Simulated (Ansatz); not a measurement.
## Pressure series in SnTe

The reference is SnTe in the rock salt structure (space group Fm-3m, No. 225; a = 6.3697 Å).

Cell and atoms are relaxed at each pressure.

The values are results of Kohn–Sham DFT with the r2SCAN functional, run in Ansatz (a first-principles code) with PAW and 500 eV plane waves, spin-orbit coupling left out, not measurements.

**Question.** Only one of these keeps a band gap. Which?
A. pressure 9 GPa
B. pressure 2.1 GPa
C. pressure −1 GPa

**Answer.** C, pressure −1 GPa. Computed: pressure 9 GPa: zero; pressure −1 GPa: 0.20 eV; pressure 2.1 GPa: zero

With Te present, leaving out spin-orbit coupling can change the band edges. Load acts through the strain it causes; cell and atoms are relaxed under it. Stability against distortions was not tested. Competing high-pressure phases were not computed. The final runs are not spin-polarised. A zero or small gap of SnTe can be the functional's error rather than a property of the material.
